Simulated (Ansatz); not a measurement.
System: cubic perovskite CsSnI₃ (cubic high-temperature phase). Method: Hartree–Fock (plane waves, PAW; Ansatz, an electronic-structure program).

Numerical settings: plane-wave cutoff 460 eV, 4×4×4 k mesh, Fermi–Dirac smearing 0.01 eV, scalar-relativistic PAW data made under PBE.

Computed at the level's own relaxed cell.

Task: Predict the equilibrium lattice constant a, direct gap at Γ and volume per atom.

Result: 
- equilibrium lattice constant a: 6.565 Å
- direct gap at Γ: 10.67 eV
- volume per atom: 56.60 Å³/atom

Note: the cell is over a tenth larger than the published one: the level's own overestimate first of all, though another phase or state, or a fault of the published cell, is possible; the relaxation could not lower the start's symmetry, so the cell can be a saddle point above a distorted one.

Spin–orbit coupling is not included; with these elements it can move the gap by several tenths of an eV or more.

Computed values are for the static lattice.
